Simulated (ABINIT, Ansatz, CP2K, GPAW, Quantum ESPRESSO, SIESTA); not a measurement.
Code comparison for WSe2 (P6_3/mmc, 6 atoms in the cell)

Self-consistent single point.

```yaml
crystal:
  lattice:
    - [1.63984, -2.84028, 0.00000]
    - [1.63984, 2.84028, 0.00000]
    - [0.00000, 0.00000, 12.95870]
  atoms:
    - { symbol: W, position: [0.33333, 0.66667, 0.25000] }
    - { symbol: W, position: [0.66667, 0.33333, 0.75000] }
    - { symbol: Se, position: [0.33333, 0.66667, 0.87900] }
    - { symbol: Se, position: [0.66667, 0.33333, 0.37900] }
    - { symbol: Se, position: [0.66667, 0.33333, 0.12100] }
    - { symbol: Se, position: [0.33333, 0.66667, 0.62100] }
```

Shared settings, as Ansatz (a program for electronic structure) writes them: kpoints.mp_grid.grid = 5 5 1; scf.occupations.method = fermi_dirac; scf.occupations.width = 0.02 eV. Potentials and cutoffs stand in the table.

```csv
code,model,pressure (GPa),largest force (eV/Å),cutoff
Quantum ESPRESSO,"PBEsol, SSSP 1.1.2 efficiency (PBE) pseudopotentials",-0.66,0.014,40 Ry
Ansatz,"PBEsol, default PAW files made with PBE",-0.12,0.077,default
GPAW,"PBEsol, GPAW PAW datasets PBEsol (made by gpaw-setup)",-0.10,0.071,600 eV
CP2K,"PBEsol, GPW, DZVP-MOLOPT-PBE-GTH basis, GTH-PBE potentials (POTENTIAL_UZH)",2.10,0.170,grid 500 Ry
SIESTA,"GGA PBEsol, numerical atomic orbitals DZP, PseudoDojo PBEsol standard norm-conserving potentials (rewritten from UPF to PSML)",6.93,0.917,grid 400 Ry
ABINIT,"PBEsol, PAW (JTH v2.0 PBE PAW, files made for PBE)",0.23,0.021,40 Ry
```

On Ansatz's run: spin-orbit coupling is off. Spin polarisation is off.

The spread over the programs that give each value: pressure within 7.59 GPa; largest force within 0.903 eV/Å.

CP2K and SIESTA use small atom-centred bases, whose incompleteness enters pressures, forces and empty levels differently from a plane-wave cutoff. Ansatz's pressure is given at a fixed set of plane waves, as the other plane-wave codes print theirs; with its correction for the finite basis it is -0.09 GPa. In the pressure, CP2K (by 2.21) and SIESTA (by 7.04) lie more than 1 GPa from the median of the plane-wave programs. In the force vectors, CP2K (by 0.216) and SIESTA (by 0.963) lie more than 0.08 eV/Å from the median of the plane-wave programs.

The shared mesh is coarse (it stands for a supercell whose shortest vector is 13 Å), so the values are not converged in it.

This mesh misses zone-boundary points where a band edge of such crystals can lie, so no gaps are given.

The starting cell has typed, rounded lattice constants, without a prior relaxation at this level. Its lattice was rescaled by a random factor within 2.5 % of one.

Left out of this page: Elk (not drawn, or without a comparable value); FLEUR (with a known weakness of the program).

Keys are those of Ansatz 0.2.
